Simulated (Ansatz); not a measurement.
The parent structure is InMo3Se3 (space group P6_3/m, No. 176; a cell from a computed database, its experimental status unchecked).

```
InMo3Se3
1.0
    8.76845     0.00000     0.00000
   -4.38423     7.59370     0.00000
    0.00000     0.00000     4.47675
In Mo Se
2 6 6
Cartesian
  0.00000   5.06247   1.11919
  4.38423   2.53123   3.35756
 -2.88220   7.32603   1.11919
  7.26642   0.26768   3.35756
  0.98283   1.16696   3.35756
  3.40140   6.42675   1.11919
 -0.51920   1.43464   1.11919
  4.90343   6.15907   3.35756
  5.39044   4.76348   1.11919
 -1.00621   2.83022   3.35756
 -1.43008   7.05000   3.35756
  5.81431   0.54371   1.11919
  1.94794   2.28651   1.11919
  2.43629   5.30719   3.35756
```

Calculations: Ansatz (a program for electronic structure) PBEsol, scalar-relativistic without spin-orbit coupling.

Base values:

```
Property                         Value
-----------------------------  -------
Shortest interatomic distance  2.593 Å
Band gap                          zero
```

Perturbation: cell and atoms relaxed at a pressure of 1.5 GPa.

Problem. Predict the new shortest interatomic distance.

Solution. The shortest interatomic distance falls by 0.008 Å to 2.585 Å.

Problem. What does the calculation give for the band gap after the change?

Solution. The band gap stays zero.

Load acts through the strain it causes; cell and atoms are relaxed under it. Stability against distortions was not tested. The final runs are not spin-polarised. The zero or small gap of InMo3Se3 can change with the level of theory.
